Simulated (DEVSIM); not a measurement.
Structure: abrupt InP p-n junction, at 400 K.

```tsv
layer (left to right)	material	thickness (μm)	Nd (cm⁻³)	Na (cm⁻³)	τn (s)	τp (s)
1	InP	14.0	-	1.6e15	6.2e-10	6.2e-10
2	InP	0.400	1.4e13	-	6.2e-10	6.2e-10
```

Left contact: ohmic. Right contact: ohmic. Voltage is applied to the left contact. Recombination: SRH at mid-gap, radiative. Mobility is μmin + (μ − μmin)/(1 + (N/Nref)^α).

This is a model device: material constants are rounded textbook-type values typed into the input, and sizes, dopings and lifetimes were drawn at random. Values at 300 K; Nc and Nv go as T^1.5, mobilities as T to minus their exponent, the gap by Varshni's rule with the affinity fixed.

```
parameter              InP
----------------  --------
gap (eV)             1.344
affinity (eV)         4.38
permittivity          12.5
Nc (cm⁻³)           5.7e17
Nv (cm⁻³)           1.1e19
μn (cm²/Vs)           5200
μp (cm²/Vs)            170
μn,min                 400
μp,min                  10
Nref,n                3e17
Nref,p              4.9e17
αn                    0.47
αp                    0.62
T exponent of μn         2
T exponent of μp         2
B (cm³/s)          1.2e-10
Varshni α (eV/K)  0.000363
Varshni β (K)          162
```

Simulated with DEVSIM: 1D drift-diffusion, Boltzmann statistics, complete ionisation; no tunnelling, impact ionisation, image-force lowering or self-heating.

Q: Tabulate band edges, carrier densities and field at zero bias.

A: Energies count from the Fermi level of the right contact; mesh points crowd at the junctions.

| x (μm) | Ec (eV) | Ev (eV) | n (cm⁻³) | p (cm⁻³) | field (V/cm) |
|---|---|---|---|---|---|
| 0.000 | 0.992 | -0.319 | 280000 | 1.6e15 | ≈ 0 |
| 0.02401 | 0.992 | -0.319 | 280000 | 1.6e15 | ≈ 0 |
| 0.07594 | 0.992 | -0.319 | 280000 | 1.6e15 | ≈ 0 |
| 0.1756 | 0.992 | -0.319 | 280000 | 1.6e15 | ≈ 0 |
| 0.4850 | 0.992 | -0.319 | 280000 | 1.6e15 | ≈ 0 |
| 1.035 | 0.992 | -0.319 | 280000 | 1.6e15 | ≈ 0 |
| 2.090 | 0.992 | -0.319 | 280000 | 1.6e15 | ≈ 0 |
| 5.364 | 0.992 | -0.319 | 280000 | 1.6e15 | ≈ 0 |
| 9.534 | 0.992 | -0.319 | 280000 | 1.6e15 | ≈ 0 |
| 11.78 | 0.992 | -0.319 | 280000 | 1.6e15 | ≈ 0 |
| 12.94 | 0.992 | -0.320 | 280000 | 1.6e15 | ≈ 0 |
| 13.60 | 0.969 | -0.342 | 540000 | 8.3e14 | -1700 |
| 13.81 | 0.900 | -0.411 | 4000000 | 1.1e14 | -5300 |
| 13.92 | 0.832 | -0.480 | 2.9e7 | 1.5e13 | -7600 |
| 13.98 | 0.776 | -0.536 | 1.5e8 | 3.0e12 | -9200 |
| 14.00 | 0.757 | -0.555 | 2.6e8 | 1.7e12 | -9500 |
| 14.03 | 0.731 | -0.580 | 5.3e8 | 8.4e11 | -9500 |
| 14.08 | 0.681 | -0.630 | 2.3e9 | 1.9e11 | -9500 |
| 14.22 | 0.555 | -0.756 | 8.8e10 | 5.1e9 | -9500 |
| 14.31 | 0.464 | -0.848 | 1.3e12 | 3.6e8 | -9500 |
| 14.37 | 0.412 | -0.899 | 5.7e12 | 7.9e7 | -9500 |
| 14.40 | 0.381 | -0.931 | 1.4e13 | 3.2e7 | -9500 |
